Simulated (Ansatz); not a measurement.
# Al: stress against strain

Al (fcc, Fm-3m, 15.807 Å³/atom at rest) under an equal strain ε in the (111) plane with the normal axis free, as in a coherent film. LDA in Ansatz, a plane-wave DFT program (PAW, default set), 420 eV, 28×28×28 Γ-centred mesh, Fermi-Dirac smearing 0.10 eV; ions are relaxed within the symmetry of each cell. Stress is positive for a compressed cell.

Here s stands for strain and y for stress xx.

| strain (%) | stress xx (GPa) |
|---|---|
| -1.25 | 1.72 |
| -0.83 | 1.08 |
| -0.42 | 0.53 |
| 0.00 | 0.00 |
| 0.42 | -0.50 |
| 0.83 | -0.95 |
| 1.25 | -1.41 |
| 2.50 | ? |

Question: Using a straight line, estimate the missing y at s = 2.50 from the other rows, showing the fit.

Answer: Means: s 0, y 0.067. About the means, the sum of products is -6.0300 and the sum of squares of s is 4.8556; the slope is their ratio. Least squares gives y = 0.067 - 1.2419·s. Residuals (row less fit): 0.101, -0.018, -0.059, -0.067, -0.045, 0.014, 0.075; standard error 0.073 (degrees of freedom: 5). The slope gives the biaxial elastic modulus of this plane = 124 ± 3 GPa. At the withheld row, y = 0.067 - 1.2419 × 2.50 = -3.038 GPa. The calculation gives -2.75 GPa, 0.288 GPa above the prediction (6.4 % of the range of y in the table). The row lies outside the fitted rows, so this is an extrapolation. From the scatter of the fitted rows alone, a prediction at this place has a standard error of 0.113 GPa, so the miss is 2.5 times that.

One order more doesn't follow all runs of the series either: the slope changes along it. In a metal these values are sensitive to mesh and smearing; energies are taken to zero smearing, stresses follow the free energy. Rows are the converged runs of the series near zero and its far end; series whose fitted rows scatter by over a few per cent of the range, as at a crossing or softening among them, aren't shown in this form. Most that stay on the fit to the last digits aren't either.
